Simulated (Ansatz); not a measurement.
As_N in wurtzite AlN (start: the N site; 96-site cell, 2×2×2 shifted sampling). Calculation: PBE, PAW (plane waves to 420 eV; Ansatz, a first-principles code). Total energies of the localised charge states, counted from that of charge +1, and their image corrections (point charge with alignment); the host's valence-band maximum lies at 6.942 eV on the cells' energy zero and its gap is 4.03 eV.

```csv
charge,moment (μB),E − E(first) (eV),correction (eV)
+1,1.0,0.000,0.382
0,not spin-polarised,7.870,0.000
```

**Question.** Derive the transition levels above the valence-band maximum and say which of them are thermodynamic.

**Answer.** A level is the Fermi energy at which two charges have equal formation energy: ε(q/q′) = [E(q′) + corr(q′) − E(q) − corr(q)] / (q − q′) − E_VBM.
ε(+1/0) = [(7.870 + 0.000) − (0.000 + 0.382)] / 1 − 6.942 = 0.55 eV
Thermodynamic levels at least 0.1 eV inside the gap: (+1/0) at 0.55 eV. They hold to tenths of an eV in this cell. Only the charges listed were compared. At charge −1 the carrier sat in host band states, shallow at most. Flagged in the runs: a host whose relaxation on this sampling wasn't shown to rest, a strain field that reaches the edge of the cell.
